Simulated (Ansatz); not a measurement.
The starting structures come from a database of crystals and need not be the phases stable at ambient conditions.

Inside the gap of an insulator the Bloch states are evanescent, with a wavenumber k + iκ along the transport direction.

Consider the following.

```
CELL_PARAMETERS angstrom
      6.34958     0.00000     0.00000
     -3.17479     6.31938     0.00000
      3.17039     0.00000     5.14342
ATOMIC_POSITIONS crystal
  Na 0.44465 0.25022 0.11200
  Na 0.55535 0.74978 0.88800
  Na 0.80557 0.25022 0.38800
  Na 0.19443 0.74978 0.61200
  Mo 0.12506 0.25012 0.75000
  Mo 0.87494 0.74988 0.25000
  O  0.21519 0.90514 0.04061
  O  0.78481 0.09486 0.95939
  O  0.68995 0.90514 0.45939
  O  0.31005 0.09486 0.54061
  O  0.85077 0.59502 0.45945
  O  0.14923 0.40498 0.54055
  O  0.74425 0.59502 0.04055
  O  0.25575 0.40498 0.95945
```

The cell is taken as given.

Transport runs along the normal of the first two printed cell vectors.

No gap correction and no spin-orbit coupling; mid-gap is the computed energy nearest the middle.

### Question
Compute, with r2SCAN (Ansatz, an electronic-structure program), the band gap and the smallest decay constant κ at mid-gap.

### Answer
Gap 4.56 eV on a 6×6×6 mesh; κ = 0.548 1/Å, at the zone centre.
